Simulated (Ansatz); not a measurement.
Start from MgSe in the rock salt structure (space group Fm-3m, No. 225; a = 5.449 Å).

Method: PBEsol, PAW, 420 eV (Ansatz, a quantum-chemistry and plane-wave program; no spin-orbit coupling), earlier PAW set.

Base values:

```
Quantity                                  Value
-------------------  --------------------------
Hole mass            0.16, 0.78, 0.78 mₑ (at Γ)
Band gap                                1.78 eV
Smallest direct gap                     2.51 eV
Volume per atom                        20.23 Å³
```

Perturbation: every Se is replaced by S; the structure is relaxed again.

Estimate the effect on the hole mass, band gap, smallest direct gap and volume per atom.

The hole mass (degenerate bands, along [100]) goes from 0.16, 0.78, 0.78 mₑ (at Γ) to 0.24, 0.91, 0.91 mₑ (at Γ); the band gap goes up by 0.95 eV to 2.73 eV; the smallest direct gap increases by 1.187 eV to 3.69 eV; the volume per atom falls by 2.84 Å³ to 17.39 Å³.

Effective masses come from finite differences of ±0.01 Å⁻¹. No phonon test of stability was made.
